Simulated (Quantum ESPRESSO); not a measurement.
Worked example: self-consistent single point of SrLaMg₁₄ (P-6m2, 16 atoms in the cell) in Quantum ESPRESSO.

Computed with PBEsol, SSSP 1.1.2 efficiency (PBE) pseudopotentials (plane waves; Quantum ESPRESSO 7.5).

```
SrLaMg14
1.0
    6.87612     0.00000     0.00000
   -3.43806     5.95490     0.00000
    0.00000     0.00000    10.50938
Sr La Mg
1 1 14
Direct
  0.00000   0.00000   0.50000
  0.00000   0.00000   0.00000
  0.00762   0.50381   0.00000
  0.49619   0.99238   0.00000
  0.49619   0.50381   0.00000
  0.00765   0.50382   0.50000
  0.49617   0.99235   0.50000
  0.49617   0.50382   0.50000
  0.17520   0.82480   0.24777
  0.64960   0.82480   0.75223
  0.17520   0.35040   0.24777
  0.17520   0.82480   0.75223
  0.64960   0.82480   0.24777
  0.17520   0.35040   0.75223
  0.66667   0.33333   0.24899
  0.66667   0.33333   0.75101
```

Reference input (self-consistent single point, DFT, PBEsol, plane waves, GBRV 1.5 ultrasoft (PBESOL) pseudopotentials): ecutwfc = 40 Ry; ecutrho = 200 Ry; occupations = smearing; smearing = marzari-vanderbilt; degauss = 0.0099958 Ry; potentials = {Sr: sr_pbesol_v1.uspp.F.UPF, La: la_pbesol_v1.uspp.F.UPF, Mg: mg_pbesol_v1.4.uspp.F.UPF}; K_POINTS = automatic 6 6 3 0 0 0; conv_thr = 1e-09 Ry; mixing_beta = 0.7. This run's input differs from it in these lines:

```diff
@@ -14,4 +14,4 @@
     ntyp = 3,
-    ecutwfc = 40,
-    ecutrho = 200,
+    ecutwfc = 50,
+    ecutrho = 400,
     occupations = 'smearing',
@@ -19,2 +19,3 @@
     degauss = 0.0099958,
+    input_dft = 'pbesol',
 /
@@ -25,5 +26,5 @@
 ATOMIC_SPECIES
-Sr    87.6200  sr_pbesol_v1.uspp.F.UPF
-La   138.9055  la_pbesol_v1.uspp.F.UPF
-Mg    24.3050  mg_pbesol_v1.4.uspp.F.UPF
+Sr    87.6200  Sr_pbe_v1.uspp.F.UPF
+La   138.9055  La.GGA-PBE-paw-v1.0.UPF
+Mg    24.3050  Mg.pbe-n-kjpaw_psl.0.3.0.UPF
 ATOMIC_POSITIONS {crystal}
```

Output (repeated stretches shortened):

```
     Self-consistent Calculation

     iteration #  1     ecut=    50.00 Ry     beta= 0.70

     negative rho (up, down):  6.537E-02 0.000E+00

     total energy              =    -978.82205991 Ry
     estimated scf accuracy    <       1.71367482 Ry

     iteration #  2     ecut=    50.00 Ry     beta= 0.70

     negative rho (up, down):  6.530E-02 0.000E+00

     total energy              =    -978.32404163 Ry
     estimated scf accuracy    <      22.70503999 Ry

     iteration #  3     ecut=    50.00 Ry     beta= 0.70

     negative rho (up, down):  6.535E-02 0.000E+00

     total energy              =    -979.96327574 Ry
     estimated scf accuracy    <       2.55575321 Ry

   [... 14 blocks of this kind left out ...]

     iteration # 18     ecut=    50.00 Ry     beta= 0.70

     negative rho (up, down):  6.616E-02 0.000E+00

     total energy              =    -980.17815788 Ry
     estimated scf accuracy    <          1.7E-09 Ry

     iteration # 19     ecut=    50.00 Ry     beta= 0.70

     negative rho (up, down):  6.616E-02 0.000E+00
     End of self-consistent calculation

     the Fermi energy is     4.0558 ev

!    total energy              =    -980.17815788 Ry
     estimated scf accuracy    <          6.3E-12 Ry
     smearing contrib. (-TS)   =      -0.00027883 Ry
     internal energy E=F+TS    =    -980.17787906 Ry

     convergence has been achieved in  19 iterations

     negative rho (up, down):  6.616E-02 0.000E+00

     Forces acting on atoms (cartesian axes, Ry/au):

     atom    1 type  1   force =     0.00000000    0.00000000    0.00000000
     atom    2 type  2   force =     0.00000000    0.00000000    0.00000000
     atom    3 type  3   force =     0.00185366    0.00107021    0.00000000
     atom    4 type  3   force =    -0.00000000   -0.00214042    0.00000000
     atom    5 type  3   force =    -0.00185366    0.00107021   -0.00000000
   [... lines left out ...]
     Total force =     0.006174     Total SCF correction =     0.000001
   [... lines left out ...]

     negative rho (up, down):  6.616E-02 0.000E+00
          total   stress  (Ry/bohr**3)                   (kbar)     P=      -16.55
  -0.00012015   0.00000000   0.00000000          -17.67        0.00        0.00
   0.00000000  -0.00012015   0.00000000            0.00      -17.67        0.00
   0.00000000   0.00000000  -0.00009718            0.00        0.00      -14.30

   JOB DONE.
```

The run converged in 19 iterations. Against the reference run the pressure moves little (-1.63 to -1.65 GPa) and the largest force moves little (0.056 to 0.055 eV/Å). The full log also holds: “c_bands:  3 eigenvalues not converged”. The full log also holds: “c_bands:  1 eigenvalues not converged”.

The starting cell comes from a database of computed structures (which also holds hypothetical and non-ambient phases and stackings), without a prior relaxation at this level. Its lattice was rescaled by a random factor within 2.5 % of one.

Cost on one core of a shared machine: roughly 20 min.
